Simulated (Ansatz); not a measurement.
## A computed series for CaC2: response to strain

Consider CaC2 (space group C2/m, No. 12; a cell from a computed database, its experimental status unchecked).

```xyz
6
Lattice="3.5341 -1.8885 0.0000 3.5341 1.8885 0.0000 -2.1335 0.0000 7.0308" Properties=species:S:1:pos:R:3 pbc="T T T"
Ca     4.0422     0.0000     5.2970
Ca     0.8926     0.0000     1.7338
C     -0.6393     0.0000     3.9756
C      5.5740     0.0000     3.0552
C      3.0609     0.0000     0.4145
C      1.8738     0.0000     6.6163
```

Cartesian axes are those of the cell as printed.

Strains are applied to the cell and any free atomic positions relax; under biaxial strain the out-of-plane vector relaxes too.

Levels (all Ansatz, an electronic-structure program, PAW): PBEsol (420 eV, scalar-relativistic without spin-orbit coupling); r2SCAN (500 eV, no spin-orbit coupling); HSE06 (420 eV, no SOC).

Band gaps by level, all at the geometries relaxed with PBEsol:

```csv
case,PBEsol,r2SCAN,HSE06
base,2.07 eV,2.53 eV,3.44 eV
"biaxial strain +1.57 %, plane normal [001], relaxed out of plane",2.00 eV,2.46 eV,___
isotropic strain +2.83 %,2.30 eV,___,3.66 eV
isotropic strain +4.46 %,2.42 eV,___,3.77 eV
tensor shear ε_xz = +1.81 %,2.07 eV,2.53 eV,3.42 eV
```

**Question.** What belongs in the blanks?

**Answer.** 
- biaxial strain +1.57 %, plane normal [001], relaxed out of plane, HSE06: 3.43 eV
- isotropic strain +2.83 %, r2SCAN: 2.77 eV
- isotropic strain +4.46 %, r2SCAN: 2.89 eV

Single points use the geometry relaxed with PBEsol. The hybrid gap comes from the SCF mesh plus the semilocal run's edge points and a few special points and is an upper bound. Stability against distortions was not tested.
